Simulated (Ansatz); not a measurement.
## tetragonal MoSi2 (1 0 1) on diamond (1 1 1) (film strained to the substrate, started from cuts of the bulks and a machine-learned relaxation; slabs C70 and Mo8Si12, which can lie off the formulas)

A periodic stack without vacuum, tetragonal MoSi2 (1 0 1) on diamond (1 1 1) (film strained to the substrate, started from cuts of the bulks and a machine-learned relaxation; slabs C70 and Mo8Si12, which can lie off the formulas): substrate slab C70, film Mo8Si12, surface cells [[-3, 2], [-1, -1]] and [[3, 2], [-1, 0]], film strained by -3.8 and +4.9 %, outermost planes C/C and Mo/Mo as cut, which need not be the usual terminations and can put a slab off its formula.

The start was prepared with a machine-learned potential, and the result is one local minimum, with the in-plane cell held and forces under 0.04 eV/Å; the film can end far from its bulk form.

The numbers are results of PBE (plane waves to 420 eV, PAW; Ansatz, a first-principles code), not measurements. No spin–orbit coupling; the runs are not spin-polarised; PBE gaps are too small against experiment. Its k-point mesh 4×6×1, Fermi–Dirac width 0.05 eV.

* **interface area**: 27.6 Å²
* **period**: 25.15 Å
* **heights between the nearest atoms of the two slabs at the two interfaces**: 1.77 and 1.77 Å
* **C–Mo contacts across the interfaces within 1.22 times the sum of covalent radii**: 18, mean 2.41 Å
* **hole barrier (PBE)**: 1.03 eV
* **electron barrier (PBE)**: 3.10 eV

```yaml
crystal:
  lattice:
    - [6.67885, -0.00063, 0.20943]
    - [1.43086, 4.13306, 0.07145]
    - [0.32417, -1.21322, 25.16984]
  atoms:
    - { symbol: C, position: [0.85691, 0.69729, 0.05069] }
    - { symbol: C, position: [0.45653, 0.90278, 0.05093] }
    - { symbol: C, position: [0.65734, 0.29859, 0.05245] }
    - { symbol: C, position: [0.25542, 0.49716, 0.05002] }
    - { symbol: C, position: [0.05619, 0.09835, 0.05224] }
    - { symbol: C, position: [0.85980, 0.02699, 0.03381] }
    - { symbol: C, position: [0.46268, 0.23427, 0.03267] }
    - { symbol: C, position: [0.66021, 0.62585, 0.03428] }
    - { symbol: C, position: [0.25995, 0.82551, 0.03165] }
    - { symbol: C, position: [0.05938, 0.42430, 0.03264] }
    - { symbol: C, position: [0.83725, 0.38562, 0.13463] }
    - { symbol: C, position: [0.43671, 0.58589, 0.13427] }
    - { symbol: C, position: [0.63709, 0.98544, 0.13462] }
    - { symbol: C, position: [0.23709, 0.18624, 0.13448] }
    - { symbol: C, position: [0.03706, 0.78467, 0.13440] }
    - { symbol: C, position: [0.84166, 0.71361, 0.11418] }
    - { symbol: C, position: [0.44087, 0.91618, 0.11446] }
    - { symbol: C, position: [0.64173, 0.31292, 0.11495] }
    - { symbol: C, position: [0.24109, 0.51363, 0.11402] }
    - { symbol: C, position: [0.04197, 0.11312, 0.11511] }
    - { symbol: C, position: [0.81877, 0.07301, 0.21667] }
    - { symbol: C, position: [0.41872, 0.27327, 0.21664] }
    - { symbol: C, position: [0.61864, 0.67309, 0.21666] }
    - { symbol: C, position: [0.21865, 0.87331, 0.21665] }
    - { symbol: C, position: [0.01880, 0.47320, 0.21673] }
    - { symbol: C, position: [0.82351, 0.40130, 0.19637] }
    - { symbol: C, position: [0.42296, 0.60178, 0.19617] }
    - { symbol: C, position: [0.62326, 0.00085, 0.19631] }
    - { symbol: C, position: [0.22319, 0.20169, 0.19637] }
    - { symbol: C, position: [0.02330, 0.80114, 0.19630] }
    - { symbol: C, position: [0.80043, 0.76064, 0.29865] }
    - { symbol: C, position: [0.40048, 0.96064, 0.29868] }
    - { symbol: C, position: [0.60050, 0.36065, 0.29868] }
    - { symbol: C, position: [0.20055, 0.56087, 0.29870] }
    - { symbol: C, position: [0.00047, 0.16078, 0.29868] }
    - { symbol: C, position: [0.80504, 0.08880, 0.27824] }
    - { symbol: C, position: [0.40503, 0.28895, 0.27825] }
    - { symbol: C, position: [0.60497, 0.68872, 0.27823] }
    - { symbol: C, position: [0.20502, 0.88893, 0.27824] }
    - { symbol: C, position: [0.00508, 0.48895, 0.27828] }
    - { symbol: C, position: [0.78222, 0.44844, 0.38063] }
    - { symbol: C, position: [0.38255, 0.64780, 0.38075] }
    - { symbol: C, position: [0.58232, 0.04789, 0.38055] }
    - { symbol: C, position: [0.18226, 0.24874, 0.38061] }
    - { symbol: C, position: [0.98201, 0.84829, 0.38056] }
    - { symbol: C, position: [0.78671, 0.77639, 0.36019] }
    - { symbol: C, position: [0.38679, 0.97632, 0.36029] }
    - { symbol: C, position: [0.58686, 0.37628, 0.36027] }
    - { symbol: C, position: [0.18687, 0.57649, 0.36026] }
    - { symbol: C, position: [0.98675, 0.17658, 0.36025] }
    - { symbol: C, position: [0.76355, 0.13646, 0.46182] }
    - { symbol: C, position: [0.36465, 0.33341, 0.46246] }
    - { symbol: C, position: [0.56443, 0.73595, 0.46290] }
    - { symbol: C, position: [0.16378, 0.93666, 0.46197] }
    - { symbol: C, position: [0.96385, 0.53597, 0.46274] }
    - { symbol: C, position: [0.76845, 0.46491, 0.44252] }
    - { symbol: C, position: [0.36880, 0.66369, 0.44265] }
    - { symbol: C, position: [0.56842, 0.06334, 0.44245] }
    - { symbol: C, position: [0.16842, 0.26414, 0.44231] }
    - { symbol: C, position: [0.96827, 0.86396, 0.44229] }
    - { symbol: C, position: [0.74612, 0.82527, 0.54429] }
    - { symbol: C, position: [0.34284, 0.01533, 0.54425] }
    - { symbol: C, position: [0.54555, 0.42408, 0.54527] }
    - { symbol: C, position: [0.14530, 0.62372, 0.54264] }
    - { symbol: C, position: [0.94571, 0.22259, 0.54312] }
    - { symbol: C, position: [0.74933, 0.15121, 0.52469] }
    - { symbol: C, position: [0.34898, 0.34681, 0.52599] }
    - { symbol: C, position: [0.55010, 0.75242, 0.52690] }
    - { symbol: C, position: [0.14817, 0.95101, 0.52448] }
    - { symbol: C, position: [0.94859, 0.55227, 0.52624] }
    - { symbol: Mo, position: [0.77264, 0.14519, 0.61547] }
    - { symbol: Mo, position: [0.29242, 0.62341, 0.61647] }
    - { symbol: Mo, position: [0.69949, 0.96278, 0.73083] }
    - { symbol: Mo, position: [0.20170, 0.46392, 0.72941] }
    - { symbol: Mo, position: [0.60379, 0.78561, 0.84752] }
    - { symbol: Mo, position: [0.10602, 0.28674, 0.84611] }
    - { symbol: Mo, position: [0.51307, 0.62616, 0.96046] }
    - { symbol: Mo, position: [0.03285, 0.10439, 0.96145] }
    - { symbol: Si, position: [0.05881, 0.02760, 0.68756] }
    - { symbol: Si, position: [0.57126, 0.51509, 0.69250] }
    - { symbol: Si, position: [0.92325, 0.58496, 0.64765] }
    - { symbol: Si, position: [0.42721, 0.05781, 0.65261] }
    - { symbol: Si, position: [0.96676, 0.84635, 0.80760] }
    - { symbol: Si, position: [0.47099, 0.34336, 0.80743] }
    - { symbol: Si, position: [0.83876, 0.40317, 0.76932] }
    - { symbol: Si, position: [0.33445, 0.90619, 0.76951] }
    - { symbol: Si, position: [0.88220, 0.66470, 0.92928] }
    - { symbol: Si, position: [0.37834, 0.19168, 0.92433] }
    - { symbol: Si, position: [0.74666, 0.22194, 0.88936] }
    - { symbol: Si, position: [0.23427, 0.73439, 0.88444] }
```
